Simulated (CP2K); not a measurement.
Band structure of Te (P3_121, 3 atoms in the cell).

```
CELL_PARAMETERS angstrom
      4.57742     0.00000     0.00000
     -2.28871     3.96416     0.00000
      0.00000     0.00000     5.86938
ATOMIC_POSITIONS crystal
  Te 0.25670 0.00000 0.33333
  Te 0.00000 0.25670 0.66667
  Te 0.74330 0.74330 0.00000
```

Computed with PBE, GPW, DZVP-MOLOPT-SR-GTH basis, GTH-PBE potentials (GTH_POTENTIALS) run with CP2K.

Settings: CUTOFF = 400 Ry; REL_CUTOFF = 50 Ry; SMEAR/METHOD = GAUSSIAN; SIGMA = 0.2 eV; KPOINTS/SCHEME = MONKHORST-PACK 7 7 5; XC_FUNCTIONAL = PBE; Te/BASIS_SET = DZVP-MOLOPT-SR-GTH-q6; Te/POTENTIAL = GTH-PBE-q6; METHOD = GPW; EPS_DEFAULT = 1e-10; EXTRAPOLATION = USE_GUESS; NGRIDS = 5; SCF_GUESS = ATOMIC; EPS_SCF = 1e-06.

The starting cell comes from a database of computed structures (which also holds hypothetical and non-ambient phases and stackings), without a prior relaxation at this level. Its lattice was rescaled by a random factor within 2.5 % of one. Spin-orbit coupling is off. Values carry the incompleteness of an atom-centred basis.

Question: Predict the gap along the standard path and the places of the band edges.

Answer: The gap along the path is 0.33 eV, from a point between L and H to H; the smallest direct gap on it is 0.36 eV.

Levels in eV from the top of the valence band on the SCF mesh, bands 6 to 10:
```tsv
point	6	7	8	9	10
Γ	-2.78	-1.49	-1.49	-0.48	1.27
M	-3.23	-3.03	-1.03	-0.70	1.23
K	-2.70	-2.70	-2.58	-2.16	2.98
A	-2.55	-1.11	-0.99	-0.99	0.77
L	-3.49	-2.07	-1.68	0.04	1.14
H	-4.61	-0.84	0.12	0.12	0.49
```

Higher empty bands are left out: an atom-centred basis made for the valence describes them poorly.
